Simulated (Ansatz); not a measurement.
Consider the following.

```
Be
1.0
    0.00000     1.57398     1.57398
    1.57398     0.00000     1.57398
    1.57398     1.57398     0.00000
Be
1
Cartesian
  0.00000   0.00000   0.00000
```

No spin polarisation.

A single point on Sr with a change (Sr → Be), its geometry relaxed with PBEsol.

Calculations: r2SCAN in Ansatz (plane waves to 500 eV, PAW, no spin-orbit coupling). Γ-centred 25×25×25 mesh, Fermi–Dirac width 0.05 eV.

### Question
Predict the pressure and band gap.

### Answer
Pressure: 1.4 GPa
Band gap: zero

Single points use the geometry relaxed with PBEsol. Stability against distortions was not tested. The cell was made from Sr by this change: Sr → Be; the result is a hypothetical phase, not in the database extracts checked.

Ansatz is a quantum-chemistry and plane-wave program.
